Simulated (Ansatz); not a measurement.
Hypothetical CdI2 type HfO2: pressure series

Consider HfO2 in the CdI2 type structure (space group P-3m1, No. 164; a = 3.208 Å, c = 4.515 Å; a hypothetical phase, not in the database extracts checked; layered, stacked along the Cartesian z axis).

Cell and atoms are relaxed at each pressure.

Level of theory: Ansatz (a program for electronic structure) PBEsol-D3(BJ), scalar-relativistic without spin-orbit coupling.

```csv
variant,gap character,volume per atom,band gap
base,"indirect, K–Γ (71 % along) → M",13.42 Å³,4.40 eV
pressure −1 GPa,–,13.92 Å³,4.52 eV
pressure 3 GPa,"indirect, Γ → M",12.62 Å³,4.11 eV
pressure 7 GPa,"indirect, Γ → M",12.03 Å³,3.82 eV
pressure 15 GPa,"indirect, Γ → M",11.30 Å³,3.44 eV
pressure 30 GPa,"indirect, Γ → M",10.46 Å³,2.95 eV
pressure 50 GPa,"indirect, Γ → M",9.73 Å³,2.47 eV
pressure 75 GPa,"indirect, Γ → M",9.08 Å³,1.96 eV
pressure 100 GPa,"indirect, Γ → K",8.55 Å³,1.28 eV
```

From pressure 50 GPa on, the axis ratios lie over 15 % from the base's, so the cell there is far from its starting form. With Hf present, leaving out spin-orbit coupling can change the band edges. Load acts through the strain it causes; cell and atoms are relaxed under it. No phonon test of stability was made. Competing high-pressure phases were not computed.
